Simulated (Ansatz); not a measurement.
The starting structures come from a database of crystals and need not be the phases stable at ambient conditions.

 Where the default PAW files enter, the runs use the earlier of Ansatz's two default sets.

Crystal: NaH (Fm-3m, rock salt, not sure to be the ambient phase, 2 atoms a cell, 13.1 Å³ an atom); planes in its conventional cell.

Method: r2SCAN (plane waves, PAW; Ansatz, a quantum-chemistry and plane-wave program).

No gap correction and no spin-orbit coupling; mid-gap values are interpolated between computed energies.

```json
[
 {"plane": "(111)", "area of the cell (Å²)": "9.6", "mid-gap κ (1/Å)": "0.31", "largest κ in the gap (1/Å)": "0.32"},
 {"plane": "(110)", "area of the cell (Å²)": "15.7", "mid-gap κ (1/Å)": "[?]", "largest κ in the gap (1/Å)": "[?]"},
 {"plane": "(001)", "area of the cell (Å²)": "11.1", "mid-gap κ (1/Å)": "[?]", "largest κ in the gap (1/Å)": "[?]"}
]
```

**Question.** The slowest decay depends on the direction. Supply the withheld values.

**Answer.** 
- (110), mid-gap κ (1/Å): 0.36
- (110), largest κ in the gap (1/Å): 0.38
- (001), mid-gap κ (1/Å): 0.37
- (001), largest κ in the gap (1/Å): 0.37
